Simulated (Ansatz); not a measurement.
Structure of amorphous Si$_{24}$Ge$_{24}$ (periodic cell):

```xyz
48
Lattice="10.2474 0.0000 0.0000 0.0000 10.2474 0.0000 0.0000 0.0000 10.2474" Properties=species:S:1:pos:R:3 pbc="T T T"
Si     4.5959     7.6575     1.9020
Si     1.1960     8.3271     5.8273
Si     4.7930     9.9713     2.0045
Si     7.6081     0.6080     9.3131
Si     1.6914     4.8471     0.9967
Si     9.6552     8.2083     7.3870
Si     4.8806     3.3610     8.6651
Si     1.9967     4.3935     5.2243
Si     8.1729     4.9426    10.0932
Si     4.8098     8.8260     8.7048
Si     3.8006     3.7275     0.6404
Si    10.1610     2.3989     3.4386
Si     1.3874     8.9064     0.0016
Si     0.8425     2.2288     8.8414
Si     4.4060     1.6616     6.9302
Si     2.5414     1.8210     0.1820
Si     0.3961     9.0270     2.1575
Si     9.9523     3.4572     0.2625
Si     3.5209    10.0080     0.0077
Si     6.1855    10.2328     7.4117
Si     2.7216     6.6200     5.4110
Si     0.7211     4.6133     3.2135
Si     8.5945     2.9365     6.5025
Si     7.8035     4.5477     4.8756
Ge     7.3658     2.9690     8.7467
Ge     1.4507     1.0462     2.2353
Ge     2.1508     7.1971     2.1895
Ge     9.9633     1.1163     5.4478
Ge     8.4499     7.7887     1.3603
Ge     0.4727     3.9558     7.1054
Ge     6.4579     6.2637     5.9065
Ge     8.4717     2.1043     1.7876
Ge     5.2863     5.6546     8.0705
Ge     3.3330     7.1230     7.7762
Ge     1.5145     6.6213     9.4609
Ge     7.5539     8.5552     6.1238
Ge     3.9506     2.8598     4.7495
Ge     4.7566     6.5753     4.0328
Ge     3.3212     0.6837     3.7537
Ge     6.0599     7.1254    10.1193
Ge     7.1918    10.1517     1.4127
Ge     2.2383     0.3493     6.0333
Ge     9.1025     6.2201     3.5232
Ge     9.9712    10.2137     8.8735
Ge     4.8847     4.2816     2.8654
Ge     9.6287     5.9512     8.3850
Ge     7.3196     4.2308     2.4640
Ge     9.5025     8.9255     4.4146
```

Calculation: PBE, scalar-relativistic without spin-orbit coupling (plane waves to 420 eV, PAW; Ansatz, a quantum-chemistry and plane-wave program).

A CHGNet melt-quench gave the starting glass, which DFT then relaxed. The hot cell started wider than the set density and was brought back towards it in steps. It is the lowest in DFT energy of 4 quenches. It is a model cell: composition and starting density were chosen by hand, and all elements were melted together. No dispersion term was used. Its density started from a set value of 3.73 and ended at 3.73 g/cm³. Cooling (nominally 210 K/ps over its main leg) ran many orders faster than in experiment, which tends to leave more defects and strain. Values belong to this one cell and scatter from quench to quench. The volume was held where the preparation left it, at a PBE pressure of -1.1 GPa (tension). Stress components on the final sampling reach 1.4 GPa. On a 2×2×2 Γ-centred mesh force components of up to 0.29 eV/Å stay, since the relaxation ran on one k-point at (1/4, 1/4, 1/4).

Bonds are counted up to Si-Si 2.70 Å, Si-Ge 2.76 Å, Ge-Ge 2.85 Å.

Problem. Give the coordination numbers, mean bond lengths and angles.

Solution. 
The mean coordination of Si is 4.04 (1 with 3, 21 with 4, 2 with 5) and the mean coordination of Ge comes out as 3.79 (5 with 3, 19 with 4). The mean Si-Ge bond is 2.494 Å (spread 0.064 Å, 49 counted) and the mean Si-Si bond is 2.391 Å (spread 0.061 Å, 24 counted). The mean Ge-Ge bond is 2.567 Å (spread 0.084 Å, 21 counted), the bond angle at Si is mean 107.9°, spread 16.1° and the bond angle at Ge is mean 108.3°, spread 16.1°.

Problem. Which atoms depart from the most common coordination of their element?

Solution. Si5 has 5 (Si11 2.41 Å, Si22 2.43 Å, Ge35 2.52 Å, Si18 2.53 Å, Ge27 2.68 Å); Si9 has 3 (Si18 2.36 Å, Ge46 2.46 Å, Ge25 2.52 Å; Ge47 at 2.84 Å just beyond); Si17 has 5 (Si13 2.38 Å, Ge26 2.50 Å, Ge48 2.53 Å, Ge27 2.54 Å, Ge29 2.64 Å); Ge27 has 3 (Si1 2.50 Å, Si17 2.54 Å, Si5 2.68 Å; Si13 at 2.88 Å just beyond); Ge29 has 3 (Si17 2.64 Å, Ge41 2.68 Å, Ge43 2.75 Å; Ge40 at 2.89 Å just beyond); Ge40 has 3 (Si10 2.54 Å, Si1 2.56 Å, Ge33 2.64 Å; Ge29 at 2.89 Å just beyond); Ge43 has 3 (Si22 2.48 Å, Si24 2.51 Å, Ge29 2.75 Å; Ge47 at 2.87 Å just beyond; Ge48 at 2.88 Å just beyond); Ge47 has 3 (Ge45 2.47 Å, Si24 2.48 Å, Ge32 2.51 Å; Si9 at 2.84 Å just beyond; Ge43 at 2.87 Å just beyond).
